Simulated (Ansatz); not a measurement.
We consider L1₀ (CuAu-type) FePt, described by PBE-D3(BJ) in Ansatz (plane waves, PAW).

Numerical settings: plane-wave cutoff 520 eV, 20×20×16 k mesh (along the axes of the cell as run), Fermi–Dirac smearing 0.05 eV, spin-polarised with parallel moments, scalar-relativistic PAW data made under PBE.

Energies at three volumes about the minimum:

| V (Å³/atom) | E − E_lowest (meV/atom) |
|---|---|
| 13.328 | 3.91 |
| 13.600 | 0.00 |
| 13.872 | 3.60 |

Question: Fit a parabola by hand: where is the minimum, and what is the bulk modulus?

Answer: Slopes: (0.00 − 3.91)/(13.600 − 13.328) = -14.375 and (3.60 − 0.00)/(13.872 − 13.600) = 13.235 meV/Å³. Curvature E″ = 2 × (13.235 − (-14.375))/(13.872 − 13.328) = 101.507 meV/Å⁶. From the middle of the first interval, the slope vanishes at V0 = 13.4640 − (-14.375)/101.507 = 13.606 Å³/atom. B = V0 E″ = 13.606 × 101.507 meV/Å³ × 0.1602 GPa per meV/Å³ = 221 GPa. The full Birch–Murnaghan fit to all volumes gives V0 = 13.600 Å³/atom and B0 = 221 GPa.

Shape and atoms are relaxed at each volume.

Measured, for comparison: bulk modulus 208 GPa (room temperature, no zero-point or thermal correction; as tabulated in First-principles calculations on Fe-Pt nanoclusters of various morphologies). Computed (rounded) less measured: bulk modulus +6 %. A static lattice is as a rule a little smaller and stiffer than an uncorrected measurement, which narrows the difference in the bulk modulus and would widen misses of the other sign.

Note: the bulk modulus comes from volumes at which shape and atoms were relaxed.

Ansatz is an electronic-structure program.
